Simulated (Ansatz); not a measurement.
CdBr₂ (P6₃mc, No. 186), treated with PBEsol in Ansatz (PAW).

Numerical settings: plane-wave cutoff 500 eV, 12×12×4 k mesh (along the axes of the cell as run), gaussian smearing 0.02 eV, scalar-relativistic PAW data made under PBE.

Computed at the level's own relaxed cell.

Q: Estimate the equilibrium volume per atom, lattice constant a, lattice parameter c and band gap that the calculation returns.

A: 
* **equilibrium volume per atom**: 29.84 Å³/atom
* **lattice constant a**: 3.970 Å
* **lattice parameter c**: 13.116 Å
* **band gap**: 2.86 eV (on the SCF k mesh)

Note: the cell comes from a level without a dispersion term, which matters for the spacing of layers, chains or molecules; the cell has widely spaced layers and the level no dispersion term, so their spacing and the moduli can rest on weak binding.

Spin–orbit coupling is not included.

Static lattice: no zero-point or thermal effects.

It cost about 4 core-minutes (a rough figure) of CPU time.

Ansatz is a first-principles code.
